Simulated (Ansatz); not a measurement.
# What isotropic strain −0.30 % does to CdSe

Base system: CdSe in the zinc blende structure (space group F-43m, No. 216; a = 6.082 Å).

The change: the cell is scaled by 0.9970 in all directions; the atoms relax in the strained cell.

All numbers come from PBEsol in Ansatz (plane waves to 420 eV, PAW, no spin-orbit coupling). k-mesh 9×9×9 (Γ-centred); smearing 0.05 eV (Fermi–Dirac).

```json
[
 {"quantity": "volume per atom", "base": "28.12 Å³", "changed": "27.87 Å³", "shift": "-0.25 Å³"},
 {"quantity": "space group", "base": "F-43m (No. 216)", "changed": "F-43m (No. 216)", "shift": "–"},
 {"quantity": "shortest interatomic distance", "base": "2.634 Å", "changed": "2.626 Å", "shift": "-0.008 Å"},
 {"quantity": "energy relative to the base (free energy F)", "base": "0 meV/atom", "changed": "+0.4 meV/atom", "shift": "+0.4 meV/atom"},
 {"quantity": "pressure", "base": "0.00 GPa", "changed": "0.48 GPa", "shift": "+0.48 GPa"},
 {"quantity": "band gap", "base": "0.48 eV", "changed": "0.50 eV", "shift": "+0.02 eV"},
 {"quantity": "gap character", "base": "direct at Γ", "changed": "direct at Γ", "shift": "–"},
 {"quantity": "width of the top valence band", "base": "2.25 eV", "changed": "2.29 eV", "shift": "+0.04 eV"},
 {"quantity": "electron mass", "base": "0.049 mₑ (at Γ)", "changed": "0.050 mₑ (at Γ)", "shift": "–"},
 {"quantity": "hole mass (degenerate bands, along [100])", "base": "0.050, 0.66, 0.66 mₑ (at Γ)", "changed": "0.051, 0.65, 0.65 mₑ (at Γ)", "shift": "–"}
]
```

Final structure:

```
CdSe
1.0
    0.00000     3.03178     3.03178
    3.03178     0.00000     3.03178
    3.03178     3.03178     0.00000
Se Cd
1 1
Cartesian
  4.54767   4.54767   4.54767
  0.00000   0.00000   0.00000
```

Masses are band curvatures over ±0.01 Å⁻¹ around the edge. No phonon test of stability was made.

Ansatz is a first-principles code.
